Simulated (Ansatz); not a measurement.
Start from NaCl in the rock salt structure (space group Fm-3m, No. 225).

```xyz
2
Lattice="0.0000 2.8478 2.8478 2.8478 0.0000 2.8478 2.8478 2.8478 0.0000" Properties=species:S:1:pos:R:3 pbc="T T T"
Na     0.0000     0.0000     0.0000
Cl     2.8478     2.8478     2.8478
```

Computed with PBE, PAW, 420 eV (Ansatz, a first-principles code; no spin-orbit coupling).

One change was made to it. Results:

The band gap goes up by 0.046 eV, from 5.00 eV to 5.04 eV; the lattice parameter a decreases by 0.0233 Å, from 5.696 Å to 5.672 Å; the gap character stays direct at Γ.

**Question.** Which of these changes matches the shifts?
A) pressure 3 GPa
B) pressure 10 GPa
C) pressure 0.3 GPa
D) pressure −1 GPa
E) pressure 0.7 GPa

**Answer.** C, pressure 0.3 GPa. For comparison, the band gap in the other runs: pressure 3 GPa gives 5.40 eV; pressure 0.7 GPa gives 5.10 eV; pressure −1 GPa gives 4.83 eV; pressure 10 GPa gives 6.06 eV.

Load acts through the strain it causes; cell and atoms are relaxed under it. No phonon test of stability was made. No other phases were tried under pressure.
